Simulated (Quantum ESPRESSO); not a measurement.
## Short convergence ladders for LuAu (P4mm, 2 atoms in the cell)

```yaml
crystal:
  lattice:
    - [3.51413, 0.00000, 0.00000]
    - [0.00000, 3.51413, 0.00000]
    - [0.00000, 0.00000, 3.51413]
  atoms:
    - { symbol: Lu, position: [0.50000, 0.50000, 0.51423] }
    - { symbol: Au, position: [0.00000, 0.00000, 0.00000] }
```

Base method: PBEsol, PSlibrary ultrasoft (PBE) pseudopotentials (plane waves; Quantum ESPRESSO).

Base settings: ecutwfc = 50 Ry; ecutrho = 450 Ry; occupations = smearing; smearing = fd; degauss = 0.0073499 Ry; input_dft = pbesol; potentials = {Lu: Lu.pbe-spdn-rrkjus_psl.1.0.0.UPF, Au: Au.pbe-n-rrkjus_psl.1.0.0.UPF}; K_POINTS = automatic 4 4 4 0 0 0; conv_thr = 1e-10 Ry; mixing_beta = 0.7.

The count of work is k-points × plane waves × bands × iterations; it is no time. 

**Shifted k-point meshes**

Only quantities that move along the ladder and can be compared are tabulated.

```csv
K_POINTS,free energy less the last step's (meV/atom),pressure (GPa),largest difference of a force vector from the last step's (eV/Å),count of work / last
automatic 2 2 2 1 1 1,967.90,-2.87,0.075,0.0027
automatic 4 4 4 1 1 1,40.25,-4.23,0.004,0.0088
automatic 6 6 6 1 1 1,2.68,-4.59,0.002,0.023
automatic 8 8 8 1 1 1,1.01,-4.29,0.003,0.059
automatic 10 10 10 1 1 1,0.51,-4.67,0.002,0.096
automatic 22 22 22 1 1 1,0.00,-4.51,0.000,1.0
```

Coarsest K_POINTS that holds the free energy within 5 meV/atom of the last step, with all finer ones: automatic 6 6 6 1 1 1, at 0.023 of the last step's count of work; the step before is off by 40 meV/atom.

Coarsest K_POINTS that holds the forces within 0.01 eV/Å of the last step, with all finer ones: automatic 4 4 4 1 1 1, at 0.0088 of the last step's count of work; the step before is off by 0.075 eV/Å.

Coarsest K_POINTS that holds the pressure within 0.5 GPa of the last step, with all finer ones: automatic 4 4 4 1 1 1, at 0.0088 of the last step's count of work; the step before is off by 1.6 GPa.

**The width of Gaussian smearing**

In this ladder: smearing = gauss; K_POINTS = automatic 7 7 7 0 0 0.

Narrow widths need finer meshes than wide ones, so the last steps can hold mesh noise.

Only quantities that move along the ladder and can be compared are tabulated; pressure and forces are left out, as mesh noise rules them at narrow widths.

| degauss | free energy less the last step's (meV/atom) | energy extrapolated to zero width less the last step's (meV/atom) |
|---|---|---|
| 0.073499 Ry | -150.96 | -2.48 |
| 0.036749 Ry | -38.38 | -2.97 |
| 0.02205 Ry | -13.87 | -1.14 |
| 0.0073499 Ry | 0.00 | 0.00 |

Widest degauss that holds the free energy within 5 meV/atom: not settled: the last two steps still differ by 14 meV/atom, over half the tolerance, so the ladder does not show it.

Widest degauss that holds the energy extrapolated to zero width within 2 meV/atom: not settled: the last two steps still differ by 1.1 meV/atom, over half the tolerance, so the ladder does not show it.

The extrapolation to zero width removes most of the smearing's effect on the energy.

**The number of bands**

The mesh stays at the base's, so the ladder's end is converged at best in this setting alone.

Only quantities that move along the ladder and can be compared are tabulated.

```tsv
nbnd	free energy less the last step's (meV/atom)	pressure (GPa)	count of work / last
12	1.64	-4.70	0.61
13	0.00	-4.56	0.60
15	0.00	-4.56	0.38
21	0.00	-4.56	0.49
43	0.00	-4.56	1.0
```

Coarsest nbnd that holds the free energy within 0.5 meV/atom of the last step, with all finer ones: 13; the step before is off by 1.6 meV/atom.

Coarsest nbnd that holds the pressure within 0.1 GPa of the last step, with all finer ones: 13; the step before is off by 0.14 GPa.

On the base run: the starting cell comes from a database of computed structures (which also holds hypothetical and non-ambient phases and stackings), without a prior relaxation at this level. Its lattice was rescaled by up to half a per cent. One atom was moved a little off its site on purpose. In the base run, with a pressure of about -5 GPa the cell is away from its equilibrium volume at this level. Without a gap this mesh is coarse (it stands for a supercell whose shortest vector is 14 Å).

Left out of this page: 2 runs of the series outside the window shown, repeating another row's setting, or not comparable; 1 run of the series failed or unconverged.
